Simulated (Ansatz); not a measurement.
Functionals compared on CH3 on the 1x1 (110) surface of bcc Ta, one in a 2x2 cell, started at the site 'hollow Ta-Ta-Ta', in Ansatz (plane waves, PAW). The structure was relaxed with PBE; the other rows are single points on it, each with its references at the same level. Cutoff 420 eV (500 eV for r2SCAN).

Slab: 20 atoms, 6.8 Å thick at the start under the adsorbate (thin: gaps and levels are the slab's own); k 5x5x1, smearing 0.1 eV, dipole-corrected; 8 atoms held, the rest relaxed; no symmetry held; no spin, no spin-orbit, no U, no dispersion correction. At the end it is bonded to 3 Ta. In PBE it is, or lies within 0.03 eV of, the lowest of the starts that converged. These notes are the PBE run's. Adsorption energies are against CH4(g) − ½ H2(g). A negative adsorption energy means that the adsorbate is more stable on the surface than in its reference.

```json
[
 {"functional": "PBE", "adsorption energy (eV)": "-0.07", "work function of the top face (eV)": "3.76", "change of the work function (eV)": "-1.01", "rough cost of the single point": "–"},
 {"functional": "RPBE", "adsorption energy (eV)": "0.19", "work function of the top face (eV)": "3.65", "change of the work function (eV)": "-1.00", "rough cost of the single point": "around 100 core-seconds (rough)"},
 {"functional": "r2SCAN", "adsorption energy (eV)": "-0.31", "work function of the top face (eV)": "3.78", "change of the work function (eV)": "-1.10", "rough cost of the single point": "very roughly 2.8 core-minutes"}
]
```

Ansatz is a quantum-chemistry and plane-wave program.
